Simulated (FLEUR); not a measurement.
FLEUR run on V3Re (P1, 4 atoms in the cell): self-consistent single point.

Method: LDA (Perdew-Zunger), all-electron FLAPW (FLEUR), scalar-relativistic valence in FLEUR.

The change in words: lattice scaled by 0.98. Reference geometry:
```
CELL_PARAMETERS angstrom
      0.00000     3.00145     3.00145
      3.00145     0.00000     3.00145
      3.00145     3.00145     0.00000
ATOMIC_POSITIONS crystal
  V  0.76781 0.74881 0.74758
  V  0.25730 0.24710 0.25073
  V  0.98491 0.99468 0.99541
  Re 0.48998 0.50941 0.50629
```

Reference input (self-consistent single point, DFT, LDA (Perdew-Zunger), all-electron FLAPW (FLEUR), scalar-relativistic valence): Kmax = 3.6 1/bohr; GmaxXC = 14.4 1/bohr; xcFunctional = pz; jspins = 1; l_soc = F; mode = gauss; fermiSmearingEnergy = 0.00367493 Htr; mesh (inpgen div1-3) = 5 5 5; inpgen gamma flag = false; Gmax = 14.4 1/bohr; numbands = 0; maxIterBroyd = 15. This run's input differs from it in these lines:

```diff
@@ -3,5 +3,5 @@
 &input film=f /
-0.0000000000 3.0014500000 3.0014500000
-3.0014500000 -0.0000000000 3.0014500000
-3.0014500000 3.0014500000 -0.0000000000
+0.0000000000 2.9414210000 2.9414210000
+2.9414210000 -0.0000000000 2.9414210000
+2.9414210000 2.9414210000 -0.0000000000
 1.8897261246
@@ -46,5 +46,5 @@
          <bravaisMatrix>
-            <row-1>    0.0000000000000000     5.6719184766806698     5.6719184766806698</row-1>
-            <row-2>    5.6719184766806698     0.0000000000000000     5.6719184766806698</row-2>
-            <row-3>    5.6719184766806698     5.6719184766806698     0.0000000000000000</row-3>
+            <row-1>    0.0000000000000000     5.5584801071470560     5.5584801071470560</row-1>
+            <row-2>    5.5584801071470560     0.0000000000000000     5.5584801071470560</row-2>
+            <row-3>    5.5584801071470560     5.5584801071470560     0.0000000000000000</row-3>
          </bravaisMatrix>
```

Output (repeated stretches shortened):

```
 Iteration:     1   Distance:      15.65963745 me/bohr^3
 Iteration:     2   Distance:      14.09623919 me/bohr^3
 Iteration:     3   Distance:       6.11679556 me/bohr^3
 Iteration:     4   Distance:       5.14984192 me/bohr^3
 Iteration:     5   Distance:       4.23800686 me/bohr^3
   [... 14 lines left out ...]
 Iteration:    20   Distance:       0.00017680 me/bohr^3
 Iteration:    21   Distance:       0.00005516 me/bohr^3
 Iteration:    22   Distance:       0.00001666 me/bohr^3
 Iteration:    23   Distance:       0.00000991 me/bohr^3
 Reset of history
 Run finished successfully
 Stop message:
   Structural relaxation: new displacements generated

[file out, last iteration]
             iter=     24
[...]
          total density-effective poten   -3.3632131644E+04
          total charge density-energy d   -4.5417232776E+02
 Updated energy parameters for spin:           1
[...]
 fermi energy and band-weighting factors:
    0.930122    0.936796

[...]
FERMIE:
          first approx. to ef    (T=0)  :   0.513017 htr   (energy of the highest occ. eigenvalue)
          number of occ. states  (T=0)  :       1700
          first approx. to seigv (T=0)  : -27.421485 htr
          sum of weights of occ. states :  27.000000
          sum of semicore charge        :   0.000000 e
          fermi energy=   0.51373 har   work function= -13.97937 ev
   [... lines left out ...]
          total moment                 =     0.00000
 Direct bandgap for spin            1 :    5.2047515599382699E-003  Htr
   [... lines left out ...]
          interst. charge =       7.859327
          mt charge=             21.295264   21.289501   21.245968   72.309942
          total charge  =  144.000002
          zc=   144.000000     qfix=    1.000000
     t o t a l  e n e r g y
          sum of eigenvalues =            -11868.1131638854
          density-effective potential i   -33632.1316435447
          charge density-ex.-corr.energ     -454.1723277601
```

The run converged in 23 iterations. FLEUR gives forces in its relaxation mode, with a further iteration, so its stop message speaks of a relaxation. Against the reference run the total energy goes down by 14.9 meV/atom and the largest force goes from 1.142 to 1.403 eV/Å.

The starting cell comes from a database of computed structures (which also holds hypothetical and non-ambient phases and stackings), without a prior relaxation at this level. Its atoms were displaced at random from the sites of space group no. 225. For this run, on top of that: lattice scaled by 0.98. Spin-orbit coupling is off. Spin polarisation is off. Values depend on the basis (sphere radii, cutoffs, local orbitals), which need not be converged. Forces in this geometry exceed 1 eV/Å. The log's line on a gap gives a spacing of levels on this mesh, which the program prints for metals too.

Cost on one core of a shared machine: roughly 6 min.
